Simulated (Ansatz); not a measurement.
Where the default PAW files enter, the runs use the earlier of Ansatz's two default sets.

Here is the system:

```
MgO
1.0
    2.96561     0.00000     0.00000
    0.00000     2.96561     0.00000
    1.48280    -1.48280     2.09700
Mg O
1 1
Direct
  0.00000   0.00000   0.00000
  0.50000   0.50000   0.00000
```

Space group of this cell: Fm-3m, rock salt. The cell is taken as given; by r2SCAN its mean pressure is 1.7 GPa.

Computed with r2SCAN (plane waves, PAW; Ansatz, a program for electronic structure).

The current runs along the normal of the first two printed vectors; no spin-orbit coupling. Scaled by the factor s: the length along the current (ions clamped). Meshes 14×14×14 and 10×10 across the current in all rows.

```json
[
 {"s": "0.97", "mean pressure (GPa)": "7.6", "slowest mid-gap decay constant κ (1/Å)": "?"},
 {"s": "1.00", "mean pressure (GPa)": "1.7", "slowest mid-gap decay constant κ (1/Å)": "0.377"},
 {"s": "1.03", "mean pressure (GPa)": "-2.9", "slowest mid-gap decay constant κ (1/Å)": "0.355"}
]
```

Question: Take the slope of the slowest mid-gap decay constant κ against ln s from the two given rows, extrapolate to s = 0.97, and say what the run there gives.

Answer: Slope = (0.355 − 0.377) / ln 1.03 = -0.744 1/Å. The line gives 0.377 + (-0.744) × ln 0.97 = 0.400 1/Å. The run gives 0.401 1/Å, 0.001 1/Å over the line, 6 % of the predicted step.
